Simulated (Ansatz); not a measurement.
Input and output of a self-consistent single point for HfGeS (P1, 6 atoms in the cell) (Ansatz, an electronic-structure program).

Computed with LDA (PW92), PAW files made with PBE (plane waves; Ansatz).

The change in words: atoms moved at random. Reference geometry:
```xyz
6
Lattice="3.5949 0.0000 0.0000 0.0000 3.5949 0.0000 0.0000 0.0000 7.8941" Properties=species:S:1:pos:R:3 pbc="T T T"
Hf     0.0000     1.7974     5.7326
Hf     1.7974     0.0000     2.1615
Ge     1.7974     1.7974     0.0000
Ge     0.0000     0.0000     0.0000
S      0.0000     1.7974     2.9986
S      1.7974     0.0000     4.8954
```

Reference input (self-consistent single point, DFT, LDA (PW92), plane waves, PAW files made with PBE): basis.ecutwfc = 420 eV; kpoints.mp_grid.grid = 7 7 4; hamiltonian.xc = lda; hamiltonian.pseudopotentials = {kind: paw} (an earlier, softer set of the program's PAW files); scf.occupations.method = fermi_dirac; scf.occupations.width = 0.05 eV. This run's input differs from it in these lines:

Ansatz 0.2 input:
```diff
@@ -7,8 +7,8 @@
   atoms:
-    - { symbol: Hf, position: [0.00000000, 0.50000000, 0.72619000] }
-    - { symbol: Hf, position: [0.50000000, 0.00000000, 0.27381000] }
-    - { symbol: Ge, position: [0.50000000, 0.50000000, 0.00000000] }
-    - { symbol: Ge, position: [0.00000000, 0.00000000, 0.00000000] }
-    - { symbol: S, position: [0.00000000, 0.50000000, 0.37986000] }
-    - { symbol: S, position: [0.50000000, 0.00000000, 0.62014000] }
+    - { symbol: Hf, position: [0.01399900, 0.49788900, 0.72653600] }
+    - { symbol: Hf, position: [0.49877900, -0.01296200, 0.27864400] }
+    - { symbol: Ge, position: [0.48680700, 0.50396800, -0.00340500] }
+    - { symbol: Ge, position: [-0.00149000, 0.00143200, 0.00282000] }
+    - { symbol: S, position: [-0.00224400, 0.50059600, 0.37692800] }
+    - { symbol: S, position: [0.50415000, 0.00907800, 0.61847700] }
 basis:
```

The program printed (abridged):

```
SCF iter   1: F=—  HF=-41134.720271 eV  |F-HF|=—  |Δ(HF+E_count)|=         —  Δρ=6.26e-2  dr2=8.54e0  ethr=3.10e-3  ⟨swp⟩=7.2  Hψ=20979  notcnv=0  defer=1
all-band conjugate gradients solve this SCF's bands
preconditioner: auto → Kerker (q_TF=auto, 2.682 Å⁻¹)
SCF iter   2: F=—  HF=-41133.238142 eV  |F-HF|=—  |Δ(HF+E_count)|=    1.48e0  Δρ=2.91e-2  dr2=2.66e0  ethr=3.10e-3  ⟨swp⟩=3.1  Hψ=10733  notcnv=0  defer=235
   [... lines left out ...]
SCF iter  10: F=—  HF=-41132.570577 eV  |F-HF|=—  |Δ(HF+E_count)|=   2.02e-5  Δρ=6.47e-5  dr2=5.83e-6  ethr=2.46e-8  ⟨swp⟩=2.2  Hψ=9968  notcnv=0  defer=227
SCF iter  11: F=—  HF=-41132.570575 eV  |F-HF|=—  |Δ(HF+E_count)|=   2.00e-6  Δρ=2.68e-5  dr2=8.84e-7  ethr=6.34e-9  ⟨swp⟩=2.0  Hψ=7896  notcnv=0  defer=227
SCF iter  12: F=—  HF=-41132.570575 eV  |F-HF|=—  |Δ(HF+E_count)|=   7.21e-8  Δρ=7.58e-6  dr2=7.51e-8  ethr=1.09e-10  ⟨swp⟩=11.6  Hψ=32447  notcnv=0
SCF iter  13: F=-41132.570575 eV  HF=-41132.570575 eV  |F-HF|=2.32e-8  |Δ(HF+E_count)|=   8.06e-8  Δρ=4.71e-6  dr2=1.55e-8  ethr=8.16e-11  ⟨swp⟩=5.6  Hψ=21522  notcnv=0
SCF 1 converged in 13 iterations: F = -41132.570575 eV  dr2 = 1.55e-8
Free energy (F): -41132.570575 eV
Internal energy: -41132.559095 eV  (E = F + TS)
E sigma→0 (E₀):  -41132.564835 eV
Entropy (-TS):   -0.011480 eV (-1.913 meV/atom)
Fermi energy:    15.730941 eV
--- Forces (eV/Å), atoms counted from 1 ---
  atom   1  Hf    -0.48332947     0.19686316    -0.33613202
  atom   2  Hf    -0.00247374     0.38943879    -0.48836464
  atom   3  Ge     0.52858859    -0.18816675     0.34681078
  atom   4  Ge    -0.20371677     0.01613313    -0.03719402
  atom   5  S      0.06743168    -0.16005968     0.42949674
  atom   6  S      0.09351187    -0.25421922     0.08540729
--- Stress (GPa, compression-positive) ---
       -3.611983      -0.106472       0.599974
       -0.106472      -4.150784       0.263711
        0.599974       0.263711      -3.393033
  P = ⅓ Tr σ = -3.7186 GPa (-37.186 kbar)
  The stress holds the Pulay correction. Without it, at fixed plane waves, as pw.x and ABINIT print it: P = -3.7674 GPa
```

The run converged in 13 iterations. Against the reference run the free energy rises by 9.5 meV/atom, the pressure goes from -3.91 to -3.72 GPa and the largest force goes from 0.170 to 0.660 eV/Å.

The starting cell comes from a database of computed structures (which also holds hypothetical and non-ambient phases and stackings), without a prior relaxation at this level. Its lattice was rescaled by a random factor within 2.5 % of one. For this run, on top of that: atoms moved at random. With a pressure of about -4 GPa the cell is away from its equilibrium volume at this level. Ansatz's pressure includes its estimate of the finite-basis (Pulay) stress.

Cost on one core of a shared machine: roughly 2 min.
